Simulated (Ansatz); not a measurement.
## Pressure series in Au

The reference is Au in the fcc (Cu type) structure (space group Fm-3m, No. 225; a = 4.157 Å).

Cell and atoms are relaxed at each pressure.

Level of theory: DFT with PBE, PAW potentials and a 420 eV plane-wave cutoff in Ansatz (a first-principles code), no spin-orbit coupling.

Notes on the quantities. enthalpy: H = E + PV relative to the base's energy.

```
variant            shortest interatomic distance       enthalpy
-----------------  -----------------------------  -------------
base                                    294.0 pm              –
pressure −2 GPa                         295.4 pm  -0.23 eV/atom
pressure −1 GPa                         294.7 pm  -0.11 eV/atom
pressure 0.9 GPa                        293.3 pm  +0.10 eV/atom
pressure 2.1 GPa                        292.5 pm  +0.23 eV/atom
pressure 4.5 GPa                        291.0 pm  +0.50 eV/atom
pressure 9 GPa                          288.6 pm  +0.98 eV/atom
pressure 15 GPa                         285.8 pm  +1.61 eV/atom
pressure 22.5 GPa                       282.9 pm  +2.37 eV/atom
pressure 30 GPa                         280.4 pm  +3.11 eV/atom
```

Load acts through the strain it causes; cell and atoms are relaxed under it. No phonon test of stability was made. No other phases were tried under pressure.
